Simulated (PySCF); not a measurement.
PySCF 2.14.0, unrestricted TPSSH/def2-svpd, df: I[SiH]I, charge 0, multiplicity 2, 4 atoms. The geometry is a generated start, not checked to be a minimum at this level.

```yaml
task: energy
method: tpssh
basis: def2-svpd
two_electron_scheme: density fitting
mol.max_memory: 3000 MB
mf.max_cycle: 100
mf.init_guess: minao (default)
mf.DIIS: CDIIS (default)
mf.diis_space: 8 (default)
mf.conv_tol: 1e-09 (default)
mf.grids.level: 3 (default)
effective_core_potentials: those of the basis set, past Kr
basis_functions: 102
grid_points: 72904
```

```xyz
4

I     -2.0374    -0.9424    -0.1181
Si     0.0023     0.3118     0.5149
I      2.0459    -0.9205    -0.1483
H     -0.0108     1.5511    -0.2484
```

Charge 0 and multiplicity 2 are set for this test and not shown to be the ground state.

One run each on 2 threads, 1 BLAS thread. Values of level_shift (Hartree) tried: 0 (default), 0.1, 0.3, 1.

Predict the course of the Fock builds along this series.

Fewest Fock builds: 0 (default) with 17. The count rises to 62 at 1. All converge to one solution.

| level_shift (Hartree) | Fock builds | end |
|---|---|---|
| 0 (default) | 17 | same solution |
| 0.1 | 19 | same solution |
| 0.3 | 50 | same solution |
| 1 | 62 | same solution |
